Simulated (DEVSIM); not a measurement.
System: TaN/SiO2/n-Si capacitor, at 300 K.

```
layer (left to right)  material  thickness (nm)  Nd (cm⁻³)
---------------------  --------  --------------  ---------
1                          SiO2            7.20          -
2                            Si            2300     6.3e16
```

Metal gate on the left, work function 4.4 eV. Fixed charge at the semiconductor interface 6.8e11 cm⁻² (in units of +e); no interface traps.

The device is made up for the run: typed textbook-type constants, with dimensions and the other settings drawn at random. Values at 300 K.

| parameter | SiO2 | Si |
|---|---|---|
| gap (eV) | 9 | 1.124 |
| affinity (eV) | 0.9 | 4.05 |
| permittivity | 3.9 | 11.7 |
| Nc (cm⁻³) | - | 2.86e19 |
| Nv (cm⁻³) | - | 3.1e19 |

DEVSIM, 1D Poisson equation in equilibrium, Boltzmann statistics, complete ionisation; no quantum confinement or tunnelling. Metal contacts follow the ideal Schottky-Mott rule: no Fermi-level pinning, no interface dipoles.

Problem. Give the band bending (positive: bands bend down) and minority sheet density.

Solution. 
```csv
Vg (V),ψs (V),minority carriers (cm⁻²)
-2.1,-0.965,2.4e12
-1.8,-0.948,1.6e12
-1.5,-0.922,7.8e11
-1.2,-0.858,9.5e10
-0.9,-0.630,< 1e8
-0.6,-0.384,< 1e8
-0.3,-0.156,< 1e8
0,0.014,< 1e8
0.3,0.088,< 1e8
0.6,0.123,< 1e8
0.9,0.145,< 1e8
```
